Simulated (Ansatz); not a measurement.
**SrTiO3: energy against strain**

SrTiO3 (cubic perovskite, Pm-3m, 11.451 Å³/atom at rest, cube axes along x, y and z) under a strain ε along a cube axis (axis z), the other axes held. LDA in Ansatz, a plane-wave DFT program (PAW, default set), 420 eV, 9×9×9 Γ-centred mesh, Fermi-Dirac smearing 0.05 eV; ions are relaxed within the symmetry of each cell.

Here s stands for strain and y for E less E0.

| strain (%) | E less E0 (meV/atom) |
|---|---|
| -3.00 | ? |
| -1.20 | 2.03 |
| -0.60 | 0.47 |
| 0.00 | 0.00 |
| 0.60 | 0.45 |
| 1.20 | 1.85 |

The 5 complete rows are fitted with a parabola, y against s. Least squares gives y = -0.017 - 0.0633·s + 1.3571·s². Residuals (row less fit): 0.017, -0.040, 0.017, 0.016, -0.011; standard error 0.036 (degrees of freedom: 2). Twice the quadratic coefficient over the volume, 2 × 1.3571 meV × 10⁴ × 0.1602 / 11.451 Å³, is the elastic constant C11 = 380 ± 7 GPa.

Question: Predict the withheld y at s = -3.00 from the fit, and compare with the calculation.

Answer: y = -0.017 - 0.0633 × (-3.0) + 1.3571 × (-3.0)² = 12.387 meV/atom. The calculation gives 13.66 meV/atom, 1.273 meV/atom above the prediction (9.3 % of the range of y in the table). The row lies outside the fitted rows, so this is an extrapolation. From the scatter of the fitted rows alone, a prediction at this place has a standard error of 0.229 meV/atom, so the miss is 5.6 times that.

One order more, fitted to all 11 runs of the series, follows each within 0.04, so the miss is the next term of a smooth law. The primitive cell can neither tilt nor turn polar against its symmetry, as such crystals can under strain. SrTiO3 is here the ideal cubic form; the compound distorts at low or room temperature. Rows are the converged runs of the series near zero and its far end; series whose fitted rows scatter by over a few per cent of the range, as at a crossing or softening among them, aren't shown in this form. Most that stay on the fit to the last digits aren't either.
